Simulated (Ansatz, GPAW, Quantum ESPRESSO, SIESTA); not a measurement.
# One structure in several programs: WO₂F (P1, 8 atoms in the cell)

Self-consistent single point, at a second geometry (atoms moved at random). First geometry:

```xyz
8
Lattice="4.8396 -2.6773 0.0000 4.8396 2.6773 0.0000 -2.9684 0.0000 4.4655" Properties=species:S:1:pos:R:3 pbc="T T T"
W      2.4198    -1.3386     0.0000
W      0.9356     1.3386     2.2327
O      0.1616    -0.0214     3.3024
O      6.5491     0.0214     1.1631
O      5.0649    -0.0214     3.3959
O      1.6458     0.0214     1.0696
F      2.6132     1.2426     3.3491
F      4.0975    -1.2426     1.1164
```

Second geometry:
```
WO2F
1.0
    4.83957    -2.67728     0.00000
    4.83957     2.67728     0.00000
   -2.96845     0.00000     4.46549
W O F
2 4 2
Direct
  0.49327   0.00813   0.00382
  0.00650   0.48154   0.50187
  0.27198   0.22215   0.72756
  0.74420   0.76776   0.25210
  0.75397   0.75027   0.75967
  0.22760   0.25377   0.24518
  0.27619   0.73852   0.75939
  0.72630   0.27785   0.25039
```

Shared settings, as Ansatz (a program for electronic structure) writes them: kpoints.mp_grid.grid = 4 4 4; scf.occupations.method = gaussian; scf.occupations.width = 0.136 eV. Potentials and cutoffs stand in the table.

```csv
code,model,ΔF from the first geometry (meV/atom),pressure (GPa),largest force (eV/Å),cutoff
GPAW,"PBEsol, GPAW PAW datasets PBEsol (made by gpaw-setup)",56.5,–,3.642,950 eV
Ansatz,"PBEsol, PAW files made with PBE",57.6,-0.51,3.794,default
Quantum ESPRESSO,"PBEsol, GBRV 1.5 ultrasoft (PBESOL) pseudopotentials",60.0,0.37,4.043,40 Ry
SIESTA,"GGA PBEsol, numerical atomic orbitals DZP, PseudoDojo PBEsol standard norm-conserving potentials (rewritten from UPF to PSML)",60.8,3.01,4.207,grid 300 Ry
```

Size of the force on each atom (eV/Å): Sizes of forces hide their directions.

```csv
code,W1,W2,O3,O4,O5,O6,F7,F8
GPAW,2.126,3.642,1.163,1.390,0.837,1.933,1.321,0.495
Ansatz,2.107,3.794,1.122,1.461,0.860,2.031,1.325,0.501
Quantum ESPRESSO,2.063,4.043,1.070,1.629,0.887,2.191,1.414,0.544
SIESTA,2.040,4.207,0.972,1.753,0.932,2.291,1.548,0.577
```

A dash marks a value that a program does not give, or that is left out as unsure.

On Ansatz's run: spin-orbit coupling is off. Spin polarisation is off.

The spread over the programs that give each value: ΔF from the first geometry within 4.3 meV/atom; pressure within 3.52 GPa; largest force within 0.565 eV/Å.

SIESTA uses small atom-centred bases, whose incompleteness enters pressures, forces and empty levels differently from a plane-wave cutoff. Ansatz's pressure is given at a fixed set of plane waves, as the other plane-wave codes print theirs; with its correction for the finite basis it is -0.12 GPa (the shift of 0.40 GPa shows how far the cutoff is from converged). The pressure of GPAW is left out: its cutoff lies under the one at which its stress was checked. In the pressure, SIESTA (by 3.08) lies more than 1 GPa from the median of the plane-wave programs.

The starting cell comes from a database of computed structures (which also holds hypothetical and non-ambient phases and stackings), without a prior relaxation at this level. For this run, on top of that: atoms moved at random.

Left out of this page: CP2K (unsound by tests on forces, stress, charge or solver warnings).

Keys are those of Ansatz 0.2.
